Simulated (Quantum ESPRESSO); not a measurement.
The steps of a band-structure calculation for LaH₃O₃ (P6_3, 14 atoms in the cell) with Quantum ESPRESSO.

Level of theory: LDA (PZ), GBRV 1.5 ultrasoft (LDA) pseudopotentials (plane waves; Quantum ESPRESSO).

Step 1 (scf):

```fortran
&CONTROL
    calculation = 'scf'
    prefix = 'pwscf'
    outdir = './work'
    pseudo_dir = './'
    tprnfor = .true.
    tstress = .true.
/
&SYSTEM
    ibrav = 4
    A = 6.51449010
    C = 3.83458000
    nat = 14
    ntyp = 3
    ecutwfc = 40
    ecutrho = 200
    occupations = 'fixed'
    nbnd = 36
/
&ELECTRONS
    conv_thr = 1.0d-10
    mixing_beta = 0.5
/
ATOMIC_SPECIES
La   138.9055  la_lda_v1.uspp.F.UPF
H      1.0080  h_lda_v1.4.uspp.F.UPF
O     15.9990  o_lda_v1.2.uspp.F.UPF
ATOMIC_POSITIONS {bohr}
La    0.00000000    7.10752945    2.29447033
La    6.15530106    3.55376473    5.91762333
H     6.22171676    7.72805231    2.53243902
H    -3.58183124    9.25219092    6.15559202
H     2.50705412    1.52413862    2.53243902
H    -0.06641570    2.93324187    6.15559202
H     9.73713230    1.40910325    2.53243902
H     3.64824694    9.13715556    6.15559202
O     7.55501652    6.51980784    2.21860151
O    -1.86881096    9.80274016    5.84175451
O     2.88677465    3.28293232    2.21860151
O    -1.39971546    4.14148633    5.84175451
O     8.02411202    0.85855402    2.21860151
O     3.26852642    7.37836186    5.84175451
K_POINTS {automatic}
2 2 3  0 0 0
```

Step 2 (bands):

```fortran
&CONTROL
    calculation = 'bands'
    prefix = 'pwscf'
    outdir = './work'
    pseudo_dir = './'
    verbosity = 'high'
/
&SYSTEM
    ibrav = 4
    A = 6.51449010
    C = 3.83458000
    nat = 14
    ntyp = 3
    ecutwfc = 40
    ecutrho = 200
    occupations = 'fixed'
    nbnd = 45
/
&ELECTRONS
    conv_thr = 1.0d-10
    startingwfc = 'random'
    diago_thr_init = 1.0d-6
    diagonalization = 'cg'
/
ATOMIC_SPECIES
La   138.9055  la_lda_v1.uspp.F.UPF
H      1.0080  h_lda_v1.4.uspp.F.UPF
O     15.9990  o_lda_v1.2.uspp.F.UPF
ATOMIC_POSITIONS {bohr}
La    0.00000000    7.10752945    2.29447033
La    6.15530106    3.55376473    5.91762333
H     6.22171676    7.72805231    2.53243902
H    -3.58183124    9.25219092    6.15559202
H     2.50705412    1.52413862    2.53243902
H    -0.06641570    2.93324187    6.15559202
H     9.73713230    1.40910325    2.53243902
H     3.64824694    9.13715556    6.15559202
O     7.55501652    6.51980784    2.21860151
O    -1.86881096    9.80274016    5.84175451
O     2.88677465    3.28293232    2.21860151
O    -1.39971546    4.14148633    5.84175451
O     8.02411202    0.85855402    2.21860151
O     3.26852642    7.37836186    5.84175451
K_POINTS {crystal_b}
12
  0.00000000   0.00000000   0.00000000   6  ! G
  0.50000000   0.00000000   0.00000000   3  ! M
  0.33333333   0.33333333   0.00000000   6  ! K
  0.00000000   0.00000000   0.00000000   8  ! G
  0.00000000   0.00000000   0.50000000   6  ! A
  0.50000000   0.00000000   0.50000000   3  ! L
  0.33333333   0.33333333   0.50000000   6  ! H
  0.00000000   0.00000000   0.50000000   1  ! A
  0.50000000   0.00000000   0.50000000   8  ! L
  0.50000000   0.00000000   0.00000000   1  ! M
  0.33333333   0.33333333   0.00000000   8  ! K
  0.33333333   0.33333333   0.50000000   1  ! H
```

Step 3 (bands.x):

```fortran
&BANDS
    prefix = 'pwscf'
    outdir = './work'
    filband = 'bands.dat'
    lsym = .false.
/
```

Output of bands (abridged):

```
     Atomic positions and unit cell read from directory:
     ./work/pwscf.save/
     G-vector sticks info
     --------------------
     sticks:   dense  smooth     PW     G-vecs:    dense   smooth      PW
     Sum        2077    1663    499                45429    32543    5241

     bravais-lattice index     =            4
     lattice parameter (alat)  =      12.3106  a.u.
     unit-cell volume          =     951.0556 (a.u.)^3
   [... lines left out ...]

     The potential is recalculated from file :
     ./work/pwscf.save/charge-density

     negative rho (up, down):  1.409E-01 0.000E+00

     Band Structure Calculation
     CG style diagonalization

     ethr =  1.00E-06,  avg # of iterations = 46.4

     End of band structure calculation

          k = 0.0000 0.0000 0.0000 (  4107 PWs)   bands (ev):

   -24.0953 -23.9990 -12.1258 -11.9838 -11.9838 -11.9118 -11.9118 -11.3403
    -7.5676  -7.3720  -7.3720  -7.3680  -7.3039  -7.3039   0.0185   0.6555
     0.6555   1.0641   1.0641   1.1557   2.9722   3.3834   3.7251   3.7251
     3.9639   3.9639   4.0597   4.4137   4.4137   4.9679   4.9679   5.6162
     9.1830  10.5268  10.8757  10.8758  10.9160  10.9248  10.9249  10.9758
    10.9890  11.0365  11.0373  11.1077  11.1266

          k = 0.0833 0.0481 0.0000 (  4083 PWs)   bands (ev):

   -24.0938 -24.0004 -12.1519 -12.0484 -12.0322 -11.8423 -11.8336 -11.3410
    -7.5647  -7.4037  -7.3996  -7.3710  -7.2802  -7.2749   0.0349   0.6391
     0.6439   1.0552   1.0631   1.1586   2.9872   3.3884   3.6847   3.6931
     3.9232   4.0104   4.1493   4.4070   4.4130   4.9291   4.9692   5.5995
     9.2370  10.5415  10.8765  10.8810  10.9128  10.9161  10.9202  10.9597
    10.9934  11.0455  11.0545  11.1196  11.1262

   [... 55 blocks of this kind left out ...]
```

Output of bands.x (abridged):

```
     Reading xml data from directory:

     ./work/pwscf.save/

     G-vector sticks info
     --------------------
     sticks:   dense  smooth     PW     G-vecs:    dense   smooth      PW
     Sum        2077    1663    499                45429    32543    5241

     negative rho (up, down):  1.409E-01 0.000E+00
     Reading collected, re-writing distributed wavefunctions
     high-symmetry point:  0.0000 0.0000 0.0000   x coordinate   0.0000
     high-symmetry point:  0.5000 0.2887 0.0000   x coordinate   0.5774
     high-symmetry point:  0.3333 0.5774 0.0000   x coordinate   0.9107
     high-symmetry point:  0.0000 0.0000 0.0000   x coordinate   1.5774
     high-symmetry point:  0.0000 0.0000 0.8494   x coordinate   2.4268
     high-symmetry point:  0.5000 0.2887 0.8494   x coordinate   3.0041
     high-symmetry point:  0.3333 0.5774 0.8494   x coordinate   3.3375
     high-symmetry point:  0.0000 0.0000 0.8494   x coordinate   4.0041
     high-symmetry point:  0.5000 0.2887 0.8494   x coordinate   4.0041
     high-symmetry point:  0.5000 0.2887 0.0000   x coordinate   4.8536
     high-symmetry point:  0.3333 0.5774 0.0000   x coordinate   5.1869
     high-symmetry point:  0.3333 0.5774 0.8494   x coordinate   6.0364

     Plottable bands (eV) written to file bands.dat.gnu
     Bands written to file bands.dat

   JOB DONE.
```

The gap along the path is 3.57 eV.

The starting cell comes from a database of computed structures (which also holds hypothetical and non-ambient phases and stackings), without a prior relaxation at this level.
